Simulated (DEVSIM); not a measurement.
Structure: Si n-p junction from an implanted or diffused profile, at 350 K.

| layer (left to right) | material | thickness (μm) | Na (cm⁻³) | τn (s) | τp (s) |
|---|---|---|---|---|---|
| 1 | Si | 10.0 | 3.5e15 | 3e-7 | 3e-7 |

Added donor profile: 1.1e18 cm⁻³ × exp(−(x − 0 μm)²/(2·(0.023 μm)²)). Left contact: ohmic. Right contact: ohmic. Voltage is applied to the left contact. Recombination: SRH at mid-gap, Auger. Gap narrowing is on: ΔEg = 6.92 meV × (l + √(l² + 0.5)), l = ln(N/1.3e17 cm⁻³), shared equally by both band edges. Mobility is μmin + (μ − μmin)/(1 + (N/Nref)^α).

The device is made up for the run: typed textbook-type constants, with dimensions and the other settings drawn at random. Values at 300 K; Nc and Nv go as T^1.5, mobilities as T to minus their exponent, the gap by Varshni's rule with the affinity fixed.

| parameter | Si |
|---|---|
| gap (eV) | 1.124 |
| affinity (eV) | 4.05 |
| permittivity | 11.7 |
| Nc (cm⁻³) | 2.86e19 |
| Nv (cm⁻³) | 3.1e19 |
| μn (cm²/Vs) | 1417 |
| μp (cm²/Vs) | 470 |
| μn,min | 52 |
| μp,min | 45 |
| Nref,n | 9.7e16 |
| Nref,p | 2.2e17 |
| αn | 0.68 |
| αp | 0.72 |
| T exponent of μn | 2.3 |
| T exponent of μp | 2.2 |
| Cn (cm⁶/s) | 2.8e-31 |
| Cp (cm⁶/s) | 9.9e-32 |
| Varshni α (eV/K) | 0.000473 |
| Varshni β (K) | 636 |

DEVSIM, 1D drift-diffusion, Boltzmann statistics, complete ionisation; no tunnelling, impact ionisation, image-force lowering or self-heating.

Base results: dark forward voltage at 1 A/cm² (V) 0.459; potential step across the device at zero bias (V) 0.709; dark forward voltage at 100 A/cm² (V) 0.675.

Question: What follows from this one change: doping Na of layer 1 3.5e+15 → 1e+16 cm^-3?

Answer: dark forward voltage at 1 A/cm² 0.459 → 0.479 V; potential step across the device at zero bias 0.709 → 0.740 V; dark forward voltage at 100 A/cm² little changed (0.677 V).

Question: What follows from this one change: minority lifetime in layer 1 3e-07 → 3e-08 s?

Answer: dark forward voltage at 1 A/cm² 0.459 → 0.454 V; potential step across the device at zero bias little changed (0.709 V); dark forward voltage at 100 A/cm² little changed (0.677 V).

Question: What follows from this one change: temperature 350 → 450 K?

Answer: dark forward voltage at 1 A/cm² 0.459 → 0.227 V; potential step across the device at zero bias 0.709 → 0.540 V; dark forward voltage at 100 A/cm² 0.675 → 0.528 V.

Question: What follows from this one change: straggle of the profile 0.023 → 0.032 μm?

Answer: dark forward voltage at 1 A/cm² little changed (0.461 V); potential step across the device at zero bias little changed (0.709 V); dark forward voltage at 100 A/cm² 0.675 → 0.670 V.

Question: What follows from this one change: thickness of layer 1 10 → 30 μm?

Answer: dark forward voltage at 1 A/cm² 0.459 → 0.484 V; potential step across the device at zero bias little changed (0.709 V); dark forward voltage at 100 A/cm² 0.675 → 0.866 V.
